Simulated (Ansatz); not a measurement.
Ansatz (a first-principles code), DFT, PBEsol, plane waves, its default PAW files, spin-polarised: Eu2H3Cl, atoms displaced (from the phase in space group 164, mp-1018693) (H3ClEu2), 6 atoms, spin-polarised from a ferromagnetic start (7 μB on Eu). Basis and mesh were picked for this test and aren't claimed converged.

```json
{
 "cell": "4.03, 4.03, 6.76 Å; 90, 90, 120°",
 "distance_to_the_nearest_atom": "2.31 to 3.03 Å",
 "task": "single point",
 "k mesh": "6×6×4",
 "hamiltonian.xc": "pbesol",
 "kind_of_files": "paw",
 "scf.occupations.method": "fermi_dirac",
 "scf.occupations.width": "0.05 eV",
 "output.forces": "true",
 "magnetization.spin_polarized": "true",
 "binding of workers (--pin)": "off",
 "k-point pools (--kpoint-pools)": "1",
 "memory maximum (--max-ram)": "8GiB",
 "accuracy": "medium (default)",
 "basis.precision": "auto (default)",
 "basis.xc_grid": "2 (default)",
 "scf.mixing.algorithm": "auto (default)",
 "scf.mixing.preconditioner": "auto (default)",
 "scf.convergence.dr2_threshold": "1e-07 (default)",
 "scf.lower_state_search": "light (default)",
 "k-points after symmetry (for each spin)": "76",
 "bands_at_the_start": "35",
 "electrons": "44",
 "plane waves at Γ": "1859",
 "cutoff (eV)": "420",
 "FFT grid": "27×27×48",
 "symmetry_operations": "1"
}
```

One run each.

All on 4 threads. Base settings, kept where nothing else is said: scf.eigensolver.kind = auto (default), scf.eigensolver.mixed_precision = false (default), scf.eigensolver.cushion = auto (default), scf.eigensolver.full_accuracy = false (default), scf.algorithm = auto (default) (scf.eigensolver.max_subspace_factor, scf.eigensolver.real_solve not set). The settings tried:
- scf.eigensolver.real_solve = false
- scf.eigensolver.kind = davidson, scf.eigensolver.max_subspace_factor = 6
- scf.eigensolver.full_accuracy = true
- scf.algorithm = direct_min
- scf.algorithm = density_mixing
- scf.eigensolver.mixed_precision = true
- scf.eigensolver.kind = davidson, scf.eigensolver.mixed_precision = true
- scf.eigensolver.kind = davidson, scf.eigensolver.max_subspace_factor = 2
- the base settings
- scf.eigensolver.kind = davidson, scf.eigensolver.cushion = true
- scf.eigensolver.kind = davidson

Predict which of these converge in the fewest applications of H to a band.

Fewest applications of H to a band, with those close behind: the base settings (403754); scf.algorithm = density_mixing (403754); scf.eigensolver.real_solve = false (405454). Most among those that reach the base run's result: scf.eigensolver.full_accuracy = true (1153571); scf.algorithm = direct_min (1050609). All converged. In the base run the program took: scf.mixing.algorithm MSR1, scf.eigensolver.kind band_cg, --slots 4.

```json
[
 {"setting": "the base settings", "applications of H to a band": "403754", "SCF iterations": "29", "end": "converged, no check of stability"},
 {"setting": "scf.algorithm = density_mixing", "applications of H to a band": "403754", "SCF iterations": "29", "end": "converged, no check of stability"},
 {"setting": "scf.eigensolver.real_solve = false", "applications of H to a band": "405454", "SCF iterations": "29", "end": "converged, no check of stability"},
 {"setting": "scf.eigensolver.kind = davidson, scf.eigensolver.max_subspace_factor = 6", "applications of H to a band": "461006", "SCF iterations": "28", "end": "converged, no check of stability"},
 {"setting": "scf.eigensolver.kind = davidson", "applications of H to a band": "469112", "SCF iterations": "28", "end": "converged, no check of stability"},
 {"setting": "scf.eigensolver.kind = davidson, scf.eigensolver.cushion = true", "applications of H to a band": "477061", "SCF iterations": "29", "end": "converged, no check of stability"},
 {"setting": "scf.eigensolver.kind = davidson, scf.eigensolver.mixed_precision = true", "applications of H to a band": "519445", "SCF iterations": "28", "end": "converged, no check of stability"},
 {"setting": "scf.eigensolver.mixed_precision = true", "applications of H to a band": "519445", "SCF iterations": "28", "end": "converged, no check of stability"},
 {"setting": "scf.eigensolver.kind = davidson, scf.eigensolver.max_subspace_factor = 2", "applications of H to a band": "571411", "SCF iterations": "28", "end": "converged, no check of stability"},
 {"setting": "scf.algorithm = direct_min", "applications of H to a band": "1050609", "SCF iterations": "21", "end": "converged"},
 {"setting": "scf.eigensolver.full_accuracy = true", "applications of H to a band": "1153571", "SCF iterations": "29", "end": "converged, no check of stability"}
]
```

An iteration's cost differs between solvers, so these counts don't give the time.

Keys are those of Ansatz 0.2.
